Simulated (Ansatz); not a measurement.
The reference is W2C (space group P-3m1, No. 164; a = 3.035 Å, c = 4.656 Å). Axes: x lies along a and z along c of the hexagonal cell.

Computed with Kohn–Sham DFT with the PBE-D3(BJ) functional, run in Ansatz (a first-principles code) with PAW and 420 eV plane waves, scalar-relativistic without spin-orbit coupling.

For the base:

```
Item                Value
---------------  --------
Volume per atom  12.38 Å³
Pressure          0.0 GPa
```

Now apply this change: biaxial strain +0.64 %, plane normal [001], relaxed out of plane (Cartesian); in-plane vectors clamped, the third vector and the atoms free.

Q: What happens to the volume per atom and pressure?

A: The volume per atom increases by 0.08 Å³, from 12.38 Å³ to 12.46 Å³; the pressure (mean of the normal stresses, compression positive) goes from zero to -1.9 GPa.

Stability against distortions was not tested. The final runs are not spin-polarised.
